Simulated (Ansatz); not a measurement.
CdS (Fm-3m, No. 225, 2 atoms in the cell; start mp-370; high-pressure phase)

All values below come from HSE06 (Ansatz, an electronic-structure program, PAW).

Run with plane-wave cutoff 500 eV, 8×8×8 k mesh, gaussian smearing 0.02 eV, scalar-relativistic PAW data made under PBE.

Cell (relaxed at this level):

```yaml
crystal:
  lattice:
    - [0.00000, 2.72631, 2.72631]
    - [2.72631, 0.00000, 2.72631]
    - [2.72631, 2.72631, 0.00000]
  atoms:
    - { symbol: Cd, position: [0.00000, 0.00000, 0.00000] }
    - { symbol: S, position: [0.50000, 0.50000, 0.50000] }
```

| Quantity | Result |
|---|---|
| band gap | 1.24 eV (on the SCF k mesh) |

Note: the relaxation could not lower the start's symmetry, so the cell can be a saddle point above a distorted one.

Spin–orbit coupling is not included.

A start named mp-… is a Materials Project structure, which need not be a measured phase.
